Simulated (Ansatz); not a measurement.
A computed series for MoS2: carrier doping

The parent structure is MoS2 (space group R3m, No. 160; a = 3.175 Å, c = 18.586 Å (hexagonal axes); layered, stacked along the Cartesian z axis).

Carriers are added at fixed cell with a uniform background; the Fermi–Dirac width is that of 300 K.

All numbers come from Ansatz (a first-principles code) r2SCAN+rVV10, no spin-orbit coupling, earlier PAW set.

Candidates:
(a) electrons 7.0×10^21 cm⁻³
(b) holes 7.0×10^21 cm⁻³
(c) holes 3.0×10^21 cm⁻³

Notes on the quantities. Fermi level from band edge: Fermi level relative to the doped band's edge (positive inside the band; to 0.05 eV).

### Question
Order them by Fermi level from band edge, highest first.

### Answer
(b) holes 7.0×10^21 cm⁻³ (+1.05 eV), (c) holes 3.0×10^21 cm⁻³ (+0.80 eV), (a) electrons 7.0×10^21 cm⁻³ (+0.40 eV)

Charged cell with a jellium background: band edges are those of the host's band count, energies are not comparable with the neutral cell, and many-body gap narrowing is missing. Whether these cells are dynamically stable was not tested.
